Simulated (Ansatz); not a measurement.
# What isotropic strain +1.50 % does to InAgTe2

Base system: InAgTe₂ in the chalcopyrite structure (space group I-42d, No. 122; a = 6.432 Å, c = 12.766 Å).

Perturbation: the cell is scaled by 1.0150 in all directions; the atoms relax in the strained cell.

Method: PBEsol in Ansatz (plane waves to 420 eV, PAW, spin-orbit coupling left out). Γ-centred 7×7×7 mesh, Fermi–Dirac width 0.05 eV.

The volume per atom rises by 1.51 Å³, from 33.01 Å³ to 34.52 Å³ and the space group stays I-42d (No. 122). The shortest interatomic distance increases by 0.0456 Å (2.746 Å → 2.791 Å) and the energy grows by 8.8 meV/atom. The pressure (mean of the normal stresses, compression positive) goes from zero to -1.8 GPa and the band gap changes from 0.08 eV to zero. The valley order (the lowest conduction-band minima on the path, energy above the VBM, named in the base's zone) becomes Γ 0.02 eV; X (0, 0, 1/2) 0.84 eV (base: Γ 0.08 eV; X (0, 0, 1/2) 0.86 eV; M (1/2, 1/2, 1/2) 1.47 eV).

With Te present, leaving out spin-orbit coupling can change the band edges. Stability against distortions was not tested. All final runs are without spin polarisation. Gaps under 0.05 eV, about the width of the smearing, are given as zero. The zero or small gap of InAgTe2 can change with the level of theory.

Ansatz is an electronic-structure program.
